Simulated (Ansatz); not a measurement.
One pseudomorphic plane of X on fcc Rh (111), continuing the host's stacking (six planes of the host, 1x1 cell of 6.35 Å², clean work function 5.14 eV). ΔE counts an X atom from its bulk element. E_seg is the energy of the plane on top less that of the same plane lying second, under one plane of the host, at equal numbers of atoms (made equal with bulk Rh); a negative value keeps X outside. χ is Pauling's electronegativity. These are constructed structures, held to the host's lattice; rows with a moment ran spin-polarised from parallel moments in the plane, the only order that a 1x1 cell holds, and a change of moment is part of their E_seg.

The numbers are results of PBE (plane waves to 420 eV, PAW; Ansatz, a program for electronic structure), not measurements.

```json
[
 {"X": "Mg", "χ": "1.31", "ΔE (eV)": "-0.43", "Δφ (eV)": "-1.02", "E_seg (eV)": "0.07", "moment of the cell, X on top / second (μB)": "–"},
 {"X": "Ti", "χ": "1.54", "ΔE (eV)": "-0.24", "Δφ (eV)": "-0.58", "E_seg (eV)": "1.10", "moment of the cell, X on top / second (μB)": "–"},
 {"X": "Al", "χ": "1.61", "ΔE (eV)": "-0.92", "Δφ (eV)": "-0.72", "E_seg (eV)": "0.82", "moment of the cell, X on top / second (μB)": "–"},
 {"X": "Cr", "χ": "1.66", "ΔE (eV)": "0.53", "Δφ (eV)": "-0.28", "E_seg (eV)": "0.92", "moment of the cell, X on top / second (μB)": "0.0 / 0.0"},
 {"X": "Fe", "χ": "1.83", "ΔE (eV)": "0.20", "Δφ (eV)": "-0.62", "E_seg (eV)": "0.40", "moment of the cell, X on top / second (μB)": "3.0 / 3.2"},
 {"X": "Cu", "χ": "1.90", "ΔE (eV)": "-0.15", "Δφ (eV)": "-0.45", "E_seg (eV)": "-0.29", "moment of the cell, X on top / second (μB)": "–"},
 {"X": "Si", "χ": "1.90", "ΔE (eV)": "-0.71", "Δφ (eV)": "?", "E_seg (eV)": "0.88", "moment of the cell, X on top / second (μB)": "–"},
 {"X": "Re", "χ": "1.90", "ΔE (eV)": "0.26", "Δφ (eV)": "0.30", "E_seg (eV)": "0.66", "moment of the cell, X on top / second (μB)": "–"},
 {"X": "Ni", "χ": "1.91", "ΔE (eV)": "0.13", "Δφ (eV)": "-0.35", "E_seg (eV)": "0.05", "moment of the cell, X on top / second (μB)": "1.0 / 1.4"},
 {"X": "Mo", "χ": "2.16", "ΔE (eV)": "0.27", "Δφ (eV)": "0.03", "E_seg (eV)": "0.81", "moment of the cell, X on top / second (μB)": "–"},
 {"X": "Pd", "χ": "2.20", "ΔE (eV)": "-0.25", "Δφ (eV)": "-0.06", "E_seg (eV)": "-0.47", "moment of the cell, X on top / second (μB)": "–"},
 {"X": "Os", "χ": "2.20", "ΔE (eV)": "0.44", "Δφ (eV)": "0.34", "E_seg (eV)": "0.42", "moment of the cell, X on top / second (μB)": "–"},
 {"X": "Ir", "χ": "2.20", "ΔE (eV)": "0.04", "Δφ (eV)": "0.36", "E_seg (eV)": "0.08", "moment of the cell, X on top / second (μB)": "–"},
 {"X": "Pt", "χ": "2.28", "ΔE (eV)": "-0.36", "Δφ (eV)": "0.38", "E_seg (eV)": "-0.43", "moment of the cell, X on top / second (μB)": "–"}
]
```

Question: Fit a straight line of Δφ against χ to the other rows and predict the withheld value for Si.

Answer: Least squares gives Δφ = -2.73 + (1.33) × χ, with a root-mean-square miss of 0.23 eV. For Si, χ = 1.90 gives -0.20 eV; the run gave -0.13 eV, 0.07 eV away, 0.3 times that miss. Of the pairs tried (Δφ and E_seg against χ, E_seg against ΔE) this one correlates best on the rows given.

Work function. Over these 14 rows Δφ correlates with χ at r = 0.86. It runs from -1.02 eV (Mg) to 0.38 eV (Pt), that is from 4.12 to 5.52 eV in all.

Place. E_seg is below −0.05 eV, so that the full plane is lower on top, for Cu, Pd, Pt; above 0.05 eV, so that it is lower under one plane of the host, for Mg, Ti, Al, Cr, Fe, Si, Re, Mo, Os, Ir.

ΔE is negative for Mg, Ti, Al, Cu, Si, Pd, Pt: there the strained plane on this host is lower than the bare face and X's own bulk. Alloying within the plane, relief of strain and larger cells were not tried.

Left out: 10 runs of this family that did not converge or found no flat vacuum level.
